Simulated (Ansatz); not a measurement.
Consider a periodic stack without vacuum, fluorite-type CoSi2 (0 0 1) on monoclinic HfO2 (0 0 1) (film strained to the substrate, started from cuts of the bulks and a machine-learned relaxation; slabs Hf10O24 and Co8Si16, which can lie off the formulas): substrate slab Hf10O24, film Co8Si16, surface cells [[0, 1], [-1, 0]] and [[0, -1], [2, 1]], film strained by -3.7 and -2.8 %, outermost planes O/O and Si/Co as cut, which need not be the usual terminations and can put a slab off its formula. Its start:

```
CELL_PARAMETERS angstrom
      5.21201     0.00000     0.03689
      0.00000     5.16153    -0.00985
      1.06863     2.10030    26.72539
ATOMIC_POSITIONS crystal
  Hf 0.45987 0.09693 0.08424
  Hf 0.94460 0.65308 0.09985
  O  0.16653 0.32018 0.11164
  O  0.79805 0.47830 0.17090
  O  0.68812 0.41675 0.07189
  O  0.34171 0.29481 0.00661
  O  0.72208 0.94506 0.13763
  O  0.23511 0.85196 0.14861
  O  0.23647 0.81948 0.05176
  O  0.74632 0.89965 0.04151
  Hf 0.40971 0.18933 0.28042
  Hf 0.50990 0.70127 0.19911
  Hf 0.90558 0.74351 0.29683
  Hf 0.01519 0.14579 0.18156
  O  0.11573 0.40517 0.30922
  O  0.75405 0.57006 0.36754
  O  0.62846 0.52390 0.26957
  O  0.29236 0.36171 0.21092
  O  0.68523 0.03369 0.33278
  O  0.19386 0.94234 0.34662
  O  0.20511 0.89492 0.24683
  O  0.71956 0.99020 0.23499
  Hf 0.36919 0.28963 0.47380
  Hf 0.47262 0.79330 0.39554
  Hf 0.87604 0.78786 0.50234
  Hf 0.96318 0.23235 0.37941
  O  0.10420 0.49066 0.50770
  O  0.71429 0.57710 0.57876
  O  0.60776 0.60659 0.46590
  O  0.24386 0.45686 0.40661
  O  0.55838 0.04662 0.52846
  O  0.07373 0.97929 0.56050
  O  0.13855 0.98382 0.44924
  O  0.65765 0.08903 0.42867
  Co 0.63640 0.64830 0.78265
  Co 0.13691 0.14071 0.78198
  Co 0.17545 0.67870 0.67046
  Co 0.67055 0.19684 0.67705
  Co 0.54159 0.62472 0.01270
  Co 0.03596 0.02770 0.99858
  Co 0.11746 0.58937 0.88849
  Co 0.60646 0.10311 0.88884
  Si 0.90330 0.91079 0.73063
  Si 0.39989 0.41652 0.72909
  Si 0.39922 0.91511 0.72627
  Si 0.90500 0.42361 0.73004
  Si 0.37338 0.02932 0.58109
  Si 0.91448 0.45713 0.62583
  Si 0.94167 0.97273 0.63172
  Si 0.43100 0.42105 0.62362
  Si 0.82160 0.80070 0.93838
  Si 0.32962 0.29905 0.94260
  Si 0.33871 0.82536 0.93796
  Si 0.84482 0.32684 0.93847
  Si 0.37310 0.87140 0.83355
  Si 0.87384 0.36967 0.83461
  Si 0.87366 0.87051 0.83508
  Si 0.37549 0.37177 0.83210
```

The start was prepared with a machine-learned potential, and the result is one local minimum, with the in-plane cell held and forces under 0.04 eV/Å; the film can end far from its bulk form.

Computed with PBE (plane waves to 420 eV, PAW; Ansatz, a program for electronic structure). Scalar-relativistic, without spin–orbit coupling; the runs are not spin-polarised; PBE gaps are too small against experiment. Its k-point mesh 5×5×1, Fermi–Dirac width 0.05 eV.

Q: Predict the relaxed interface.

A: 
- interface area: 26.9 Å²
- period: 25.84 Å
- heights between the nearest atoms of the two slabs at the two interfaces: 0.55 and 0.02 Å
- O–Si contacts across the interfaces within 1.22 times the sum of covalent radii: 6, mean 1.72 Å
- Hf–Si contacts across the interfaces within 1.22 times the sum of covalent radii: 6, mean 3.38 Å
- Co–Hf contacts across the interfaces within 1.22 times the sum of covalent radii: 5, mean 3.32 Å
- Co–O contacts across the interfaces within 1.22 times the sum of covalent radii: 5, mean 1.93 Å
